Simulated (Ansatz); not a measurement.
Results of LDA in Ansatz (PAW) for As (model structure, Fd-3m, No. 227, 2 atoms in the cell).

Settings: plane-wave cutoff 520 eV, 16×16×16 k mesh, Fermi–Dirac smearing 0.05 eV, scalar-relativistic PAW data made under PBE.

Cell (relaxed at this level):

```xyz
2
Lattice="0.0000 2.9824 2.9824 2.9824 0.0000 2.9824 2.9824 2.9824 0.0000" Properties=species:S:1:pos:R:3 pbc="T T T"
As     0.0000     0.0000     0.0000
As     1.4912     1.4912     1.4912
```

### Question
Predict the bulk modulus B0.

### Answer

- bulk modulus B0 = 54.3 GPa

The run finds no gap.

Note: the bulk modulus is −V dP/dV from two relaxed cells at ±2 % in volume; the relaxation could raise the start's symmetry but not lower it, so the cell can be a saddle point.

Computed values are for the static lattice.

The result took roughly 40 core-seconds.

A model structure was made by putting elements into a prototype or built by hand; it is no filed structure, need not be a known phase, and can be a saddle point held by its symmetry.

Ansatz is a quantum-chemistry and plane-wave program.
